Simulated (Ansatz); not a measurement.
# MgS under a change: biaxial strain +2.50 %, plane normal [111], relaxed out of plane

The reference is MgS in the rock salt structure (space group Fm-3m, No. 225; a = 5.182 Å). Axes: x, y, z lie along the cube axes.

It is then changed as follows: biaxial strain +2.50 %, plane normal [111], relaxed out of plane (Cartesian); in-plane vectors clamped, the third vector and the atoms free.

Calculations: DFT with PBEsol, PAW potentials and a 420 eV plane-wave cutoff in Ansatz (a program for electronic structure), no spin-orbit coupling. Γ-centred 11×11×11 mesh, Fermi–Dirac width 0.05 eV.

| quantity | base | changed | shift |
|---|---|---|---|
| volume per atom | 17.39 Å³ | 18.02 Å³ | +0.63 Å³ |
| shortest interatomic distance | 2.591 Å | 2.623 Å | +0.032 Å |
| energy relative to the base (free energy F) | 0 meV/atom | +11 meV/atom | +11 meV/atom |
| pressure (mean of the normal stresses, compression positive) | 0.0 kbar | -25.7 kbar | -25.7 kbar |
| band gap | 2.73 eV | 2.41 eV | -0.32 eV |
| gap character | – | indirect, Γ → F | – |
| smallest direct gap | 3.69 eV | 3.17 eV | -0.52 eV |
| hole mass | – | 0.19 mₑ out of plane, 1.8 mₑ in plane (at Γ) | – |
| valence-band top at Γ (three highest levels, from the VBM) | 0.00, 0.00, 0.00 eV | 0.00, -0.33, -0.33 eV | – |
| out-of-plane strain | – | -1.39 % | – |
| ratio −ε⊥/ε∥ | – | 0.56 | – |
| mean in-plane stress (compression positive) | – | -3.9 GPa | – |

Cost of the whole job for the changed cell (relaxation, final SCF and bands): about 12 core-seconds (a rough figure).

Masses are band curvatures over ±0.01 Å⁻¹ around the edge. No phonon test of stability was made. k-point labels follow each cell's own Brillouin zone.
